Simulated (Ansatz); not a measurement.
**Ag under a change: isotropic strain +1.00 %**

Consider Ag in the fcc (Cu type) structure (space group Fm-3m, No. 225; a = 4.054 Å; relaxed with 0.1 eV smearing).

It is then changed as follows: an isotropic linear strain of +1.00 %; the atoms relax in the strained cell.

The values are results of Kohn–Sham DFT with the PBEsol functional, run in Ansatz (a first-principles code) with PAW and 420 eV plane waves, no SOC, not measurements. Γ-centred 28×28×28 mesh, Fermi–Dirac width 0.1 eV.

- Volume per atom: 17.16 Å³ (base 16.65 Å³)
- Space group: Fm-3m (No. 225) (base Fm-3m (No. 225))
- Shortest interatomic distance: 2.895 Å (base 2.866 Å)
- Energy relative to the base (free energy F): +5.3 meV/atom
- Pressure: -3.3 GPa (base 0.0 GPa)
- Band gap: zero (base zero)

Final structure:

```
Ag
1.0
    0.00000     2.04718     2.04718
    2.04718     0.00000     2.04718
    2.04718     2.04718     0.00000
Ag
1
Direct
  0.00000   0.00000   0.00000
```

Cost of the whole job for the changed cell (relaxation, final SCF and bands): about 10 core-seconds (a rough figure).

Stability against distortions was not tested.
